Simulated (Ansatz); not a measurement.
Base system: ZnSe in the zinc blende structure (space group F-43m, No. 216).

```
ZnSe
1.0
    0.00000     2.78375     2.78375
    2.78375     0.00000     2.78375
    2.78375     2.78375     0.00000
Zn Se
1 1
Direct
  0.00000   0.00000   0.00000
  0.25000   0.25000   0.25000
```

Cartesian axes are those of the cell as printed.

The values are results of LDA, PAW, 420 eV (Ansatz, a quantum-chemistry and plane-wave program; without spin-orbit coupling), not measurements.

Modification: uniaxial strain ε_zz = +3.00 %, all other strain components held at zero; the atoms relax in the strained cell.

Predict the stress tensor and what it implies for the stiffness.

Stress of the strained cell less that of the base (GPa, compression positive):
```
  -1.59    0.00    0.00
   0.00   -1.59    0.00
   0.00    0.00   -2.82
```

Then −Δσ_ii/ε with ε = 0.0300 gives secant stiffness values (nonlinear terms included at this strain): C33 ≈ 94 GPa, C13 ≈ 53 GPa and C23 ≈ 53 GPa.

As a check, the harmonic strain energy −½ V₀ Δσ:ε is 5.7 meV/atom; the computed energy rise is 5.8 meV/atom.

Whether these cells are dynamically stable was not tested.
